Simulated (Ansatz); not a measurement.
## Effect of pressure 0.9 GPa on Ag

Take Ag in the fcc (Cu type) structure (space group Fm-3m, No. 225; a = 4.1486 Å) as the base.

The change: a hydrostatic pressure of 0.9 GPa.

Computed with PBE/PAW in Ansatz (an electronic-structure program), no spin-orbit coupling. k-mesh 19×19×19 (Γ-centred); smearing 0.05 eV (Fermi–Dirac).

The volume per atom falls by 0.17 Å³, from 17.85 Å³ to 17.68 Å³ and the density goes up by 0.10 g/cm³ to 10.13 g/cm³. The lattice parameter a shrinks by 0.0132 Å (4.149 Å → 4.135 Å) and the shortest interatomic distance drops by 0.009 Å to 2.924 Å. The band gap remains zero.

Cost of the whole job for the changed cell (relaxation, final SCF and bands): very roughly 11 core-seconds.

Load acts through the strain it causes; cell and atoms are relaxed under it. Whether these cells are dynamically stable was not tested.
